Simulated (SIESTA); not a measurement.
Several settings converged on YSi2Rh3 (P6mm, 6 atoms in the cell)

```xyz
6
Lattice="5.4555 0.0000 0.0000 -2.7278 4.7246 0.0000 0.0000 0.0000 3.5929" Properties=species:S:1:pos:R:3 pbc="T T T"
Y      0.0000     0.0000     0.0500
Si     2.7278     1.5749     0.0000
Si     0.0000     3.1497     0.0000
Rh    -1.3639     2.3623     1.7965
Rh     2.7278     0.0000     1.7965
Rh     1.3639     2.3623     1.7965
```

Base method: GGA PBEsol, numerical atomic orbitals TZP, PseudoDojo PBEsol standard norm-conserving potentials (rewritten from UPF to PSML) run with SIESTA 5.4.2.

Base settings: XC.functional = GGA; XC.authors = PBEsol; potentials = PseudoDojo PBEsol standard; PAO.BasisSize = TZP; PAO.EnergyShift = 0.01 Ry; MeshCutoff = 400 Ry; kgrid.MonkhorstPack = 3 3 3; OccupationFunction = FD; ElectronicTemperature = 100 meV; MaxSCFIterations = 150.

**The cutoff of the real-space grid**

The second cell is the first with its lattice scaled by 0.98.

The mesh stays at the base's, so the ladder's end is converged at best in this setting alone.

Only quantities that move along the ladder and can be compared are tabulated.

```csv
MeshCutoff,free energy less the last step's (meV/atom),energy of the compressed cell less the first (meV/atom),pressure (GPa),largest difference of a force vector from the last step's (eV/Å)
160 Ry (160 Ry used),-5.23,60.52,3.88,0.015
180 Ry (193 Ry used),-3.17,60.60,3.93,0.002
220 Ry (277 Ry used),-1.19,60.10,3.73,0.001
280 Ry (285 Ry used),-1.11,60.27,3.77,0.003
360 Ry (361 Ry used),-0.41,60.23,3.83,0.007
400 Ry (446 Ry used),-0.29,60.31,3.76,0.001
480 Ry (493 Ry used),-0.14,60.23,3.78,0.001
540 Ry (624 Ry used),0.00,60.26,3.77,0.000
```

Coarsest MeshCutoff that holds the pressure within 0.05 GPa of the last step, with all finer ones: 400 Ry (446 Ry used); the step before is off by 0.06 GPa.

Coarsest MeshCutoff that holds the energy of the compressed cell less the first within 0.2 meV/atom of the last step, with all finer ones: 220 Ry (277 Ry used); the step before is off by 0.35 meV/atom.

Coarsest MeshCutoff that holds the free energy within 2 meV/atom of the last step, with all finer ones: 220 Ry (277 Ry used); the step before is off by 3.2 meV/atom.

The energy difference between the two cells stays within 1 meV/atom of the last step's from 160 Ry on, the total only from 360 Ry on: much of the error is common to both cells and cancels.

**The setting basis size**

Moved along: PAO.BasisSize.

The second cell is the first with its lattice scaled by 0.98.

The mesh stays at the base's, so the ladder's end is converged at best in this setting alone.

The sets are ordered by size and need not be nested.

Only quantities that move along the ladder and can be compared are tabulated.

```tsv
basis (functions)	energy of the compressed cell less the first (meV/atom)	pressure (GPa)	largest difference of a force vector from the last step's (eV/Å)
SZ (48)	104.32	10.10	0.048
SZP (70)	82.17	7.14	0.021
DZ (80)	51.64	1.88	0.047
DZP (102)	65.59	4.52	0.006
TZP (134)	60.31	3.76	0.000
```

Coarsest basis (functions) that holds the pressure within 1 GPa: not settled: the last two steps still differ by 0.76 GPa, over half the tolerance, so the ladder does not show it.

Coarsest basis (functions) that holds the energy of the compressed cell less the first within 2 meV/atom: not settled: the last two steps still differ by 5.3 meV/atom, over half the tolerance, so the ladder does not show it.

Coarsest basis (functions) that holds the forces within 0.01 eV/Å: not settled: the last two steps still differ by 0.006 eV/Å, over half the tolerance, so the ladder does not show it.

On the base run: the starting cell comes from a database of computed structures (which also holds hypothetical and non-ambient phases and stackings), without a prior relaxation at this level. Its lattice was rescaled by up to half a per cent. One atom was moved a little off its site on purpose. Spin polarisation is off. Values carry the incompleteness of an atom-centred basis. In the base run, with a pressure of about 4 GPa the cell is away from its equilibrium volume at this level. Without a gap this mesh is coarse (it stands for a supercell whose shortest vector is 11 Å).

Left out of this page: 1 run of the series failed or unconverged; 1 run of the series outside the window shown, repeating another row's setting, or not comparable.
